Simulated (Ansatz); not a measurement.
Start from Cu in the fcc (Cu type) structure (space group Fm-3m, No. 225; a = 3.577 Å; relaxed with 0.1 eV smearing).

Method: r2SCAN/PAW in Ansatz (a first-principles code), spin-orbit coupling left out.

For the base:

The pressure comes out as 0.0 GPa.

Modification: an isotropic linear strain of −4.65 %, atoms relaxed at fixed cell.

### Question
Predict the new pressure.

### Answer
The pressure goes from zero to 33.3 GPa.

### Question
How does this affect the energy relative to the base?

### Answer
The energy rises by 137 meV/atom.

Whether these cells are dynamically stable was not tested. The final runs are not spin-polarised.
